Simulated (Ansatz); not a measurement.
# A computed series for hypothetical diamond Ni: thickness series

Take Ni in the diamond structure (space group Fd-3m, No. 227; ferromagnetic; a hypothetical phase, not in the database extracts checked) as the base.

```yaml
crystal:
  lattice:
    - [0.00000, 2.50348, 2.50348]
    - [2.50348, 0.00000, 2.50348]
    - [2.50348, 2.50348, 0.00000]
  atoms:
    - { symbol: Ni, position: [0.75000, 0.75000, 0.75000] }
    - { symbol: Ni, position: [0.50000, 0.50000, 0.50000] }
```

Cartesian axes are those of the cell as printed.

Free-standing slabs (2 atom(s) a layer) normal to [110] with 15 Å of vacuum; in-plane cell held at bulk.

Calculations: Ansatz (a quantum-chemistry and plane-wave program) PBEsol, without spin-orbit coupling.

Notes on the quantities. excess energy per area of both faces: slab less bulk energy over the cell's area: twice a surface energy; uncertain by up to 0.1 J/m²; layer's space group: with vacuum.

```json
[
 {"variant": "base", "excess energy per area of both faces": "–", "largest site moment": "0.83 μB", "layer's space group": "–", "thickness between the outermost nuclei": "–"},
 {"variant": "1 layer", "excess energy per area of both faces": "–", "largest site moment": "1.00 μB", "layer's space group": "Pmma (No. 51)", "thickness between the outermost nuclei": "–"},
 {"variant": "2 layers", "excess energy per area of both faces": "2.68 J/m²", "largest site moment": "0.90 μB", "layer's space group": "Pmna (No. 53)", "thickness between the outermost nuclei": "1.82 Å"},
 {"variant": "3 layers", "excess energy per area of both faces": "2.67 J/m²", "largest site moment": "0.90 μB", "layer's space group": "Pmma (No. 51)", "thickness between the outermost nuclei": "3.60 Å"},
 {"variant": "4 layers", "excess energy per area of both faces": "2.7 J/m²", "largest site moment": "0.90 μB", "layer's space group": "Pmna (No. 53)", "thickness between the outermost nuclei": "5.40 Å"},
 {"variant": "5 layers", "excess energy per area of both faces": "2.7 J/m²", "largest site moment": "0.90 μB", "layer's space group": "Pmma (No. 51)", "thickness between the outermost nuclei": "7.19 Å"},
 {"variant": "6 layers", "excess energy per area of both faces": "2.8 J/m²", "largest site moment": "0.90 μB", "layer's space group": "Pmna (No. 53)", "thickness between the outermost nuclei": "8.97 Å"},
 {"variant": "7 layers", "excess energy per area of both faces": "2.7 J/m²", "largest site moment": "0.90 μB", "layer's space group": "Pmma (No. 51)", "thickness between the outermost nuclei": "10.74 Å"}
]
```

The magnetic state is the one reached from the starting moments; the real material's order can differ, and small cells can't hold many antiferromagnetic ones. Slab and bulk use different k-meshes, which limits the precision of the excess energy. Whether these cells are dynamically stable was not tested.
